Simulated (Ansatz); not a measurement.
Start from Re in the hcp (Mg type) structure (space group P6_3/mmc, No. 194; a = 2.7764 Å, c = 4.4809 Å; relaxed with 0.1 eV smearing). Axes: x lies along a and z along c of the hexagonal cell.

Method: PBE, PAW, 420 eV (Ansatz, a first-principles code; no spin-orbit coupling).

For the base:

```
Property   Result
--------  -------
Pressure  0.0 GPa
```

The change: compressive biaxial strain of 2.00 % in the plane normal to [001], as in epitaxy on a mismatched substrate; the out-of-plane cell vector and the atoms relax.

Task: Estimate the effect on the out-of-plane strain.

Result: The out-of-plane strain is +1.31 %.

Task: Predict the new pressure.

Result: The pressure (mean of the normal stresses, compression positive) goes from zero to 11.0 GPa.

Stability against distortions was not tested. All final runs are without spin polarisation.
